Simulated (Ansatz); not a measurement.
## A computed series for BeTe: response to strain

The reference is BeTe in the zinc blende structure (space group F-43m, No. 216; a = 5.664 Å).

Strains are applied to the cell and any free atomic positions relax.

Level of theory: PBE in Ansatz (plane waves to 420 eV, PAW, spin-orbit coupling left out).

```
isotropic strain (%)  band gap (eV)
--------------------  -------------
-2.5                           1.84
-2                             1.88
-1.5                           1.92
-0.5                           1.99
0                              2.03
1                                 ?
2                              2.16
2.5                            2.19
3                              2.22
```

Question: Fit E_g = E₀ + Dε (ε in %) to the rows shown and predict the withheld row.

Answer: Least squares on the printed values gives E₀ = 2.02 eV, D = 68.7 meV per % of strain (largest residual 0.01 eV); this predicts 2.09 eV, and the run gives 2.10 eV, in agreement.

Spin-orbit coupling, missing from the scalar runs, can matter with Te. No phonon test of stability was made.

Ansatz is a quantum-chemistry and plane-wave program.
